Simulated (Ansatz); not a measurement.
The parent structure is PbSe in the rock salt structure (space group Fm-3m, No. 225; a = 6.218 Å).

All numbers come from PBE/PAW in Ansatz (a quantum-chemistry and plane-wave program), scalar-relativistic without spin-orbit coupling, earlier PAW set.

For the base:

The gap between the host's bands is 0.44 eV.

The change: hole doping at 7.0×10^20 cm⁻³ (0.0421 per cell), with a uniform compensating background at fixed cell and a 300 K Fermi–Dirac width.

### Question
What does the calculation give for the Fermi level from band edge and gap between the host's bands after the change?

### Answer
The Fermi level relative to the doped band's edge (positive inside the band; to 0.05 eV) is +0.35 eV; the gap between the host's bands goes up by 0.02 eV (0.44 eV → 0.46 eV).

Carriers are added with a uniform compensating background; total energy and stress of such cells depend on the potential's zero and are not compared; many-body gap narrowing is missing at this level. With Pb present, leaving out spin-orbit coupling can change the band edges. Whether these cells are dynamically stable was not tested.
